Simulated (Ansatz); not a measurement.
Start from KI in the rock salt structure (space group Fm-3m, No. 225; a = 7.1824 Å).

Method: PBE/PAW in Ansatz (a program for electronic structure), no spin-orbit coupling.

Strains are applied to the cell and any free atomic positions relax.

One change was made to it. Results:

```tsv
quantity	base	after
mean gap deformation potential ΔEg/Δln V	–	-2.3 eV
pressure	0.00 GPa	0.74 GPa
valley order (the lowest conduction-band minima on the path, energy above the VBM, named in the base's zone)	Γ 3.86 eV; X along ⟨100⟩ 5.02 eV	Γ 3.99 eV; X along ⟨100⟩ 4.92 eV
electron mass	0.34 mₑ (at Γ)	0.33 mₑ (at Γ)
```

Problem. Which change produced these results?
A) isotropic strain −2.00 %
B) isotropic strain +2.50 %
C) isotropic strain −1.00 %

Solution. A, isotropic strain −2.00 %. For comparison, the valley order in the other runs: isotropic strain −1.00 % gives Γ 3.92 eV; X along ⟨100⟩ 4.97 eV; isotropic strain +2.50 % gives Γ 3.70 eV; X along ⟨100⟩ 5.11 eV.

Spin-orbit coupling, missing from the scalar runs, can matter with I. Effective masses come from finite differences of ±0.01 Å⁻¹. No phonon test of stability was made.
